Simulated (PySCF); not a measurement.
PySCF 2.14.0, TPSSH/def2-svp, df: Al(Cl)2(SMe) (C[S][Al]([Cl])[Cl]), 8 atoms. The geometry is a generated start, not checked to be a minimum at this level.

```
Item                          Result
-------------------  ---------------
task                          energy
method                         tpssh
basis                       def2-svp
two-electron scheme  density fitting
mol.max_memory               3000 MB
mf.max_cycle                     100
mf.conv_tol          1e-09 (default)
mf.grids.level           3 (default)
basis functions                  101
grid points                   119368
```

```xyz
8

Al     0.3474    -0.0242     1.6932
Cl     0.4405    -0.9682     3.4827
Cl     0.9741     1.8837     1.3885
S     -0.4857    -1.1953     0.0184
C     -0.3347    -0.0754    -1.4328
H     -0.0918     0.9347    -1.1159
H     -1.2912    -0.0895    -1.9495
H      0.4414    -0.4657    -2.0846
```

With the defaults (mf.diis = true, mf.diis_space = 8, mf.damp = 0, mf.diis_start_cycle = 1, mf.level_shift = 0, mf.init_guess = minao, mf.DIIS = CDIIS) it converges in 12 Fock builds. One run each on 2 threads, 1 BLAS thread, with these changes:
- mf.diis = false
- mf.init_guess = sap
- mf.DIIS = EDIIS
- mf.init_guess = mod_huckel
- mf.diis = false, mf.damp = 0.7, mf.diis_start_cycle = 999
- mf.level_shift = 0.1 Hartree
- mf.damp = 0.3, mf.diis_start_cycle = 4
- mf.diis_space = 5
- mf.diis_space = 3

Task: Which runs fail or end elsewhere than the default run?

Result: No convergence: mf.diis = false (the run ends without SCF convergence in 100 cycles). The rest reach the solution of the defaults.

```csv
setting,Fock builds,end
mf.level_shift = 0.1 Hartree,11,same solution
the defaults,12,same solution
mf.diis_space = 5,12,same solution
mf.diis_space = 3,13,same solution
mf.init_guess = mod_huckel,13,same solution
"mf.damp = 0.3, mf.diis_start_cycle = 4",14,same solution
mf.init_guess = sap,18,same solution
"mf.diis = false, mf.damp = 0.7, mf.diis_start_cycle = 999",26,same solution
mf.DIIS = EDIIS,85,same solution
mf.diis = false,101,no convergence
```
